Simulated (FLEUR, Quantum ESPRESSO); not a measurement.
A Quantum ESPRESSO input for a self-consistent single point of CdSe (P6_3mc, 4 atoms in the cell) (DFT, LDA (PZ), plane waves, GBRV 1.5 ultrasoft (LDA) pseudopotentials):

```fortran
&CONTROL
   calculation = 'scf'
   prefix = 'pwscf'
   outdir = './out'
   pseudo_dir = './'
   verbosity = 'high'
   tprnfor = .true.
   tstress = .true.
/
&SYSTEM
   ibrav = 4
   A = 4.328270630
   C = 7.060772000
   nat = 4
   ntyp = 2
   ecutwfc = 40
   ecutrho = 200
   occupations = 'smearing'
   smearing = 'fermi-dirac'
   degauss = 0.000734986
/
&ELECTRONS
   conv_thr = 1.0d-9
/
ATOMIC_SPECIES
Cd   112.4140  cd_lda_v1.uspp.F.UPF
Se    78.9710  se_lda_v1.uspp.F.UPF
ATOMIC_POSITIONS {crystal}
Cd    0.666666667    0.333333333    0.499950000
Cd    0.333333333    0.666666667    0.999950000
Se    0.666666667    0.333333333    0.875910000
Se    0.333333333    0.666666667    0.375910000
K_POINTS {automatic}
5 5 3  0 0 0
```

Task: Write the same calculation as an input for FLEUR.

Result: One input that does it (others would too):

Input of the input generator:

```
scf CdSe
&input film=f /
4.3282706302 0.0000003358 0.0000000000
-2.1641356059 3.7483921523 0.0000000000
0.0000000000 0.0000000000 7.0607720000
1.8897261246
1.0 1.0 1.0

4
48 0.6666666667 0.3333333333 0.4999500000
48 0.3333333333 0.6666666667 0.9999500000
34 0.6666666667 0.3333333333 0.8759100000
34 0.3333333333 0.6666666667 0.3759100000

&comp jspins=1 /
&exco xctyp='pz' /
&kpt div1=5 div2=5 div3=3 /
&end /
```

```xml
<?xml version="1.0" encoding="UTF-8" standalone="no"?>
<fleurInput fleurInputVersion="0.39">
   <comment>
      scf CdSe                                                                                            
   </comment>
   <calculationSetup>
      <cutoffs Kmax="4.3" Gmax="17.2" GmaxXC="17.2" numbands="0"/>
      <scfLoop itmax="60" minDistance="0.00001" maxIterBroyd="99" imix="Anderson" alpha="0.05" precondParam="0.0" spinf="2.0"/>
      <coreElectrons ctail="T" frcor="F" kcrel="0" coretail_lmax="0"/>
      <xcFunctional name="pz" relativisticCorrections="F"/>
      <magnetism jspins="1"/>
      <soc l_soc="F" theta="0.0" phi="0.0" spav="F"/>
      <expertModes spex="0" secvar="F"/>
      <geometryOptimization l_f="T" forcealpha="1.0" forcemix="BFGS" epsdisp="0.00001" epsforce="0.00001"/>
      <ldaU l_linMix="F" mixParam="0.05" spinf="1.0"/>
   </calculationSetup>
   <cell>
      <bzIntegration valenceElectrons="68.0" mode="hist" fermiSmearingEnergy="0.00036749">
         <kPointListSelection listName="default-1"/>
         <!-- k-points included here -->
         <xi:include xmlns:xi="http://www.w3.org/2001/XInclude" href="kpts.xml"> </xi:include>
      </bzIntegration>
      <!-- symmetry operations included here -->
      <xi:include xmlns:xi="http://www.w3.org/2001/XInclude" href="sym.xml"> </xi:include>
      <bulkLattice scale="1.0">
         <bravaisMatrix>
            <row-1>    8.1792460842278452     0.0000006345700326     0.0000000000000000</row-1>
            <row-2>   -4.0896235916462791     7.0834345754469314     0.0000000000000000</row-2>
            <row-3>    0.0000000000000000     0.0000000000000000    13.3429253082441903</row-3>
         </bravaisMatrix>
      </bulkLattice>
   </cell>
   <atomSpecies>
      <species name="Cadmium (Cd)" element="Cd" atomicNumber="48">
         <mtSphere radius="2.34" gridPoints="807" logIncrement="0.016"/>
         <atomicCutoffs lmax="10" lnonsphr="8"/>
         <electronConfig flipSpins="F">
            <coreConfig>(1s1/2) (2s1/2) (2p1/2) (2p3/2) (3s1/2) (3p1/2) (3p3/2) (4s1/2) (3d3/2) (3d5/2)</coreConfig>
            <valenceConfig>(4p1/2) (4p3/2) (5s1/2) (4d3/2) (4d5/2)</valenceConfig>
         </electronConfig>
         <energyParameters s="5" p="5" d="4" f="4"/>
         <lo type="SCLO" l="1" n="4" eDeriv="0"/>
         <lo type="HELO" l="2" n="5" eDeriv="0"/>
      </species>
      <species name="Selenium (Se)" element="Se" atomicNumber="34">
         <mtSphere radius="2.34" gridPoints="807" logIncrement="0.015"/>
         <atomicCutoffs lmax="10" lnonsphr="8"/>
         <electronConfig flipSpins="F">
            <coreConfig>(1s1/2) (2s1/2) (2p1/2) (2p3/2) (3s1/2) (3p1/2) (3p3/2)</coreConfig>
            <valenceConfig>(4s1/2) (3d3/2) (3d5/2) (4p1/2) (4p3/2)</valenceConfig>
            <stateOccupation state="(4p1/2)" spinUp="0.6666666666667" spinDown="0.6666666666667"/>
            <stateOccupation state="(4p3/2)" spinUp="1.3333333333333" spinDown="1.3333333333333"/>
         </electronConfig>
         <energyParameters s="4" p="4" d="3" f="4"/>
         <lo type="HELO" l="2" n="4" eDeriv="0"/>
      </species>
   </atomSpecies>
   <atomGroups>
      <atomGroup species="Cadmium (Cd)">
         <relPos label="                   1">-1.000/3.000 1.000/3.000 .4999500000</relPos>
         <relPos label="                   2">1.000/3.000 -1.000/3.000 -.0000500000</relPos>
         <force calculate="T" relaxXYZ="TTT"/>
      </atomGroup>
      <atomGroup species="Selenium (Se)">
         <relPos label="                   3">-1.000/3.000 1.000/3.000 -.1240900000</relPos>
         <relPos label="                   4">1.000/3.000 -1.000/3.000 .3759100000</relPos>
         <force calculate="T" relaxXYZ="TTT"/>
      </atomGroup>
   </atomGroups>
   <output dos="F" band="F" slice="F">
      <checks vchk="F" cdinf="F"/>
      <bandDOS minEnergy="-.5*Htr" maxEnergy="0.5*Htr" sigma="0.015" storeEVData="T"/>
      <vacuumDOS vacdos="F" integ="F" star="F" nstars="0" locx1="0.0" locy1="0.0" locx2="0.0" locy2="0.0" nstm="0" tworkf="0.0"/>
      <unfoldingBand unfoldBand="F" supercellX="1" supercellY="1" supercellZ="1"/>
      <plotting iplot="0" polar="F">
         <plot TwoD="T" vec1="  1.0  0.0  0.0" vec2="  0.0  1.0  0.0" vec3="  0.0  0.0  1.0" zero="  0.0  0.0  0.0" file="plot"/>
      </plotting>
      <chargeDensitySlicing numkpt="0" minEigenval="0.0" maxEigenval="0.0" nnne="0" pallst="F"/>
      <specialOutput eonly="F"/>
      <magneticCircularDichroism mcd="F" energyLo="-10.0" energyUp="0.0"/>
   </output>
  <!-- We include the file relax.xml here to enable relaxations (see documentation) -->
  <xi:include xmlns:xi="http://www.w3.org/2001/XInclude" href="relax.xml"> <xi:fallback/> </xi:include>
</fleurInput>
```

Basis settings and potentials, where a program has them, do not carry over. This input uses DFT, LDA (Perdew-Zunger), all-electron FLAPW (FLEUR), scalar-relativistic valence. LDA parametrisations can differ slightly between programs. Both were run: largest force 0.006 eV/Å in Quantum ESPRESSO and 0.006 in FLEUR; gap on the mesh 0.315 eV in Quantum ESPRESSO and 0.356 in FLEUR.

On Quantum ESPRESSO: the starting cell comes from a database of computed structures (which also holds hypothetical and non-ambient phases and stackings), without a prior relaxation at this level. Its lattice was rescaled by a random factor within 2.5 % of one.

On FLEUR: the starting cell comes from a database of computed structures (which also holds hypothetical and non-ambient phases and stackings), without a prior relaxation at this level. Its lattice was rescaled by a random factor within 2.5 % of one. Values depend on the basis (sphere radii, cutoffs, local orbitals), which need not be converged.
